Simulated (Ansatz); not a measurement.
**Rb: pressure 2.1 GPa**

The reference is Rb in the bcc (W type) structure (space group Im-3m, No. 229; a = 5.6707 Å).

One thing is altered: cell and atoms relaxed at a pressure of 2.1 GPa.

All numbers come from Ansatz (a program for electronic structure) PBE, spin-orbit coupling left out. k-mesh 12×12×12 (Γ-centred); smearing 0.05 eV (Fermi–Dirac).

```tsv
quantity	base	changed	shift
volume per atom	91.18 Å³	62.74 Å³	-28.44 Å³
density	1.56 g/cm³	2.26 g/cm³	+0.706 g/cm³
enthalpy H = E + PV relative to the base's energy	–	+0.96 eV/atom	–
band gap	zero	zero	–
```

Load acts through the strain it causes; cell and atoms are relaxed under it. Whether these cells are dynamically stable was not tested. All final runs are without spin polarisation.
